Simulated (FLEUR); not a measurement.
Worked example: self-consistent single point of ZrS (Fm-3m, 2 atoms in the cell) in FLEUR.

Computed with PBEsol, all-electron FLAPW (FLEUR), scalar-relativistic valence.

The change in words: lattice scaled by 0.98. Reference geometry:
```
CELL_PARAMETERS angstrom
      0.00000     2.62351     2.62351
      2.62351     0.00000     2.62351
      2.62351     2.62351     0.00000
ATOMIC_POSITIONS crystal
  Zr 0.00000 0.00000 0.00000
  S  0.50000 0.50000 0.50000
```

Reference input (self-consistent single point, DFT, PBEsol, all-electron FLAPW (FLEUR), scalar-relativistic valence): Kmax = 4.4 1/bohr; GmaxXC = 17.6 1/bohr; xcFunctional = PBEs; jspins = 1; l_soc = F; mode = gauss; fermiSmearingEnergy = 0.00999582 Htr; mesh (inpgen div1-3) = 11 11 11; inpgen gamma flag = false; Gmax = 17.6 1/bohr; numbands = 0; maxIterBroyd = 99. This run's input differs from it in these lines:

```diff
@@ -3,5 +3,5 @@
 &input film=f /
--0.0000000000 4.9577153852 4.9577153852
-4.9577153852 -0.0000000000 4.9577153852
-4.9577153852 4.9577153852 -0.0000000000
+0.0000000000 4.8585614555 4.8585614555
+4.8585614555 0.0000000000 4.8585614555
+4.8585614555 4.8585614555 0.0000000000
 1.0
@@ -44,5 +44,5 @@
          <bravaisMatrix>
-            <row-1>    0.0000000000000000     4.9577153852000002     4.9577153852000002</row-1>
-            <row-2>    4.9577153852000002     0.0000000000000000     4.9577153852000002</row-2>
-            <row-3>    4.9577153852000002     4.9577153852000002     0.0000000000000000</row-3>
+            <row-1>    0.0000000000000000     4.8585614555000003     4.8585614555000003</row-1>
+            <row-2>    4.8585614555000003     0.0000000000000000     4.8585614555000003</row-2>
+            <row-3>    4.8585614555000003     4.8585614555000003     0.0000000000000000</row-3>
          </bravaisMatrix>
```

The program printed (abridged):

```
 Iteration:     1   Distance:       6.03380647 me/bohr^3
 Iteration:     2   Distance:       5.47378207 me/bohr^3
 Iteration:     3   Distance:       2.82148710 me/bohr^3
 Iteration:     4   Distance:       1.23753253 me/bohr^3
 Iteration:     5   Distance:       0.48801334 me/bohr^3
   [... 5 lines left out ...]
 Iteration:    11   Distance:       0.00021989 me/bohr^3
 Iteration:    12   Distance:       0.00016312 me/bohr^3
 Iteration:    13   Distance:       0.00001161 me/bohr^3
 Iteration:    14   Distance:       0.00000270 me/bohr^3
 Run finished successfully
 Stop message:
   Structural relaxation: Done

[file out, last iteration]
             iter=     15
[...]
          total density-effective poten   -6.4607104666E+03
          total charge density-energy d   -1.3742981984E+02
 Updated energy parameters for spin:           1
[...]
 fermi energy and band-weighting factors:

[...]
FERMIE:
          first approx. to ef    (T=0)  :   0.501163 htr   (energy of the highest occ. eigenvalue)
          number of occ. states  (T=0)  :        520
          first approx. to seigv (T=0)  :  -3.295417 htr
          sum of weights of occ. states :   9.016529
          sum of semicore charge        :   0.000000 e
          fermi energy=   0.50043 har   work function= -13.61731 ev
          number of valence electrons=  18.00000
     band-weighting factor for spin=    1
   [... lines left out ...]
          total moment                 =     0.00000
 Direct bandgap for spin            1 :    9.2846945315454565E-003  Htr
 ---->    free energy=                     -3995.8652573553 htr
   [... lines left out ...]
      extrapolation for T->0
 ---->    total electron energy=           -3995.8652573553 htr
 ***** TOTAL FORCES ON ATOMS *****
 TOTAL FORCE FOR ATOM TYPE=  1  X=  0.000   Y=  0.000   Z=  0.000
                       FX_TOT= 0.000000 FY_TOT= 0.000000 FZ_TOT= 0.000000
 TOTAL FORCE FOR ATOM TYPE=  2  X=  4.859   Y=  4.859   Z=  4.859
                       FX_TOT= 0.000000 FY_TOT= 0.000000 FZ_TOT= 0.000000
 Structural relaxation: Done
```

The run converged in 14 iterations. FLEUR gives forces in its relaxation mode, with a further iteration, so its stop message speaks of a relaxation. Against the reference run the total energy falls by 14.3 meV/atom.

The starting cell comes from a database of computed structures (which also holds hypothetical and non-ambient phases and stackings), without a prior relaxation at this level. For this run, on top of that: lattice scaled by 0.98. Values depend on the basis (sphere radii, cutoffs, local orbitals), which need not be converged. The log's line on a gap gives a spacing of levels on this mesh, which the program prints for metals too.

Cost on one core of a shared machine: roughly 40 s.
